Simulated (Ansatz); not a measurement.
Base system: a 16-atom supercell of C in the diamond structure (space group Fd-3m, No. 227; a = 3.572 Å) at its relaxed geometry.

(Cell as relaxed with PBE.)

Levels (all Ansatz, a first-principles code, PAW, earlier PAW set): PBE (420 eV, no spin-orbit coupling); r2SCAN (500 eV, no spin-orbit coupling).

Each level relaxes its own structure.

Modification: a neutral Se on a C site, atoms relaxed at fixed cell, starting from a slightly rattled geometry.

| quantity | PBE | r2SCAN |
|---|---|---|
| pressure | 66.5 GPa | 69.1 GPa |
| largest displacement of a host atom from its site in the perfect cell | 0.22 Å | 0.21 Å |

PBE's pressure lies 2.6 GPa below r2SCAN's. Neither level is exact; r2SCAN is the comparison here, not a measurement.

Other magnetic orders, which the real material may have, were not ruled out. The cell is small, so the values are those of an ordered compound at a high defect concentration; dilute-limit values will differ. The mesh was chosen for an insulator and is coarse for the gapless case. Seeded moments were not kept for Se on a C site.
